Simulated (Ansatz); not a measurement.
A periodic model of amorphous Hf10Si10O31N6:

```xyz
57
Lattice="9.3361 0.0000 0.0000 0.0000 9.3361 0.0000 0.0000 0.0000 9.3361" Properties=species:S:1:pos:R:3 pbc="T T T"
Hf     0.7942     8.1931     2.8175
Hf     3.1784     3.0378     1.8345
Hf     8.4314     6.1682     4.3762
Hf     8.6100     4.3095     7.9179
Hf     0.0185     1.6755     1.2221
Hf     6.8639     6.5287     1.2692
Hf     1.3313     6.6484     6.4947
Hf     4.7001     8.2170     4.9624
Hf     4.9821     4.8440     3.7133
Hf     7.5649     1.3321     7.4963
Si     2.2215     8.3516     0.0718
Si     4.8093     5.8445     6.9287
Si     6.0279     1.9280     2.0277
Si     5.1459     0.0784     0.0772
Si     2.8087     3.7732     7.7968
Si     2.9954     2.0698     5.2109
Si     0.5557     3.1868     3.9011
Si     7.3664     7.3253     6.9258
Si     7.8823     1.2176     4.0284
Si     3.6174     6.5029     1.9973
O      5.3604     3.4055     2.2132
O      5.2964     4.9922     5.6388
O      3.1757     4.9457     2.4648
O      6.3035     1.1195     3.4406
O      6.2119     8.4225     0.8073
O      5.7269     0.8988     8.1462
O      3.2510     2.6305     6.7286
O      1.4953     7.7687     8.0664
O      4.6869     1.2114     1.2979
O      6.6827     7.6226     5.3923
O      8.5865     7.0550     2.4182
O      6.8148     5.5220     3.1774
O      7.7833     0.8589     5.5911
O      3.7168     8.7997     8.9340
O      7.3161     1.9593     1.0703
O      7.2171     3.3068     7.0884
O      7.9114     8.5865     7.7465
O      3.7220     3.0028     4.0768
O      6.0465     6.6099     7.6940
O      3.5410     0.5220     5.0380
O      4.9214     6.0857     1.0943
O      3.7360     7.0009     6.3245
O      1.3640     2.2377     4.9942
O      0.4995     4.7545     4.3610
O      1.4405     4.6252     7.3388
O      1.2939     0.2274     0.7156
O      8.2745     2.8316     3.9385
O      9.1384     2.3138     8.5197
O      2.6796     3.1495     9.2780
O      7.8837     5.2890     0.1138
O      3.9719     4.9176     7.9420
N      8.9644     0.5040     2.9356
N      1.2132     2.9003     2.3450
N      8.5837     6.1167     6.5846
N      4.3192     6.9900     3.5010
N      2.2968     7.3637     1.4488
N      0.8001     7.4604     4.6916
```

Computed with PBE, scalar-relativistic without spin-orbit coupling (plane waves to 420 eV, PAW; Ansatz, an electronic-structure program).

Preparation: random packing, a CHGNet melt and quench, and a DFT relaxation. O and N atoms were pushed apart under 1.9 Å during the dynamics, to hinder bonds among them. The hot cell started wider than the set density and was brought back towards it in steps. It is the lowest in DFT energy of 2 quenches. It is a model cell: composition and starting density were chosen by hand, and all elements were melted together. No dispersion term was used. Its density started from a set value of 5.52 and ended at 5.40 g/cm³. The quench (nominally 600 K/ps over its main leg) was far faster than any real one, so the model tends to hold more defects than a real film. One small periodic cell is one sample of the glass; other quenches scatter about these values. The volume was free in the relaxation, at fixed shape. Stress components on the final sampling reach 2.2 GPa.

Neighbours within Hf-Hf 3.34 Å, Hf-Si 2.89 Å, Hf-O 2.68 Å, Hf-N 2.46 Å, Si-Si 2.60 Å, Si-O 1.92 Å, Si-N 1.98 Å, O-O 1.58 Å, O-N 1.64 Å, N-N 1.70 Å count as bonded. Two cations that share two anions don't count as bonded, nor two that share one unless they lie closer than Hf-Hf 3.25 Å, Hf-Si 2.81 Å, Si-Si 2.38 Å.

Problem. Give the coordination numbers, mean bond lengths and angles.

Solution. 
Mean coordination of Hf by anions: 5.20 (1 with 4, 6 with 5, 3 with 6)
Mean coordination of Si by anions: 4.00 (10 with 4)
Mean coordination of O: 2.35 (20 with 2, 11 with 3)
Mean coordination of N: 3.17 (5 with 3, 1 with 4)
Mean Hf-O bond: 2.118 Å (spread 0.158 Å, 39 counted)
Mean Si-O bond: 1.648 Å (spread 0.030 Å, 34 counted)
Mean Hf-N bond: 2.111 Å (spread 0.096 Å, 13 counted)
Mean Si-N bond: 1.709 Å (spread 0.026 Å, 6 counted)
Bond angle at Hf: mean 105.0°, spread 27.0°
Bond angle at Si: mean 109.3°, spread 6.1°
Bond angle at O: mean 124.8°, spread 21.8°
Bond angle at N: mean 116.2°, spread 19.5°

Problem. List the pairs of like atoms that count as bonded by the rules above.

Solution. There are none by these rules.

Problem. What Bader charges do the atoms carry, from a run on the zone centre alone?

Solution. Means (range): Hf +2.55 e (+2.39 to +2.66), Si +3.23 e (+3.17 to +3.27), O -1.49 e (-1.66 to -1.20), N -1.91 e (-2.21 to -1.62).
| atom | charge (e) |
|---|---|
| Hf1 | +2.39 |
| Hf2 | +2.59 |
| Hf3 | +2.52 |
| Hf4 | +2.53 |
| Hf5 | +2.52 |
| Hf6 | +2.66 |
| Hf7 | +2.53 |
| Hf8 | +2.52 |
| Hf9 | +2.60 |
| Hf10 | +2.64 |
| Si11 | +3.24 |
| Si12 | +3.26 |
| Si13 | +3.24 |
| Si14 | +3.25 |
| Si15 | +3.27 |
| Si16 | +3.26 |
| Si17 | +3.22 |
| Si18 | +3.19 |
| Si19 | +3.21 |
| Si20 | +3.17 |
| O21 | -1.49 |
| O22 | -1.47 |
| O23 | -1.43 |
| O24 | -1.65 |
| O25 | -1.50 |
| O26 | -1.48 |
| O27 | -1.65 |
| O28 | -1.44 |
| O29 | -1.63 |
| O30 | -1.50 |
| O31 | -1.27 |
| O32 | -1.29 |
| O33 | -1.48 |
| O34 | -1.65 |
| O35 | -1.52 |
| O36 | -1.20 |
| O37 | -1.53 |
| O38 | -1.54 |
| O39 | -1.65 |
| O40 | -1.49 |
| O41 | -1.46 |
| O42 | -1.49 |
| O43 | -1.65 |
| O44 | -1.47 |
| O45 | -1.52 |
| O46 | -1.49 |
| O47 | -1.66 |
| O48 | -1.33 |
| O49 | -1.47 |
| O50 | -1.24 |
| O51 | -1.65 |
| N52 | -1.93 |
| N53 | -1.90 |
| N54 | -1.96 |
| N55 | -1.87 |
| N56 | -2.21 |
| N57 | -1.62 |
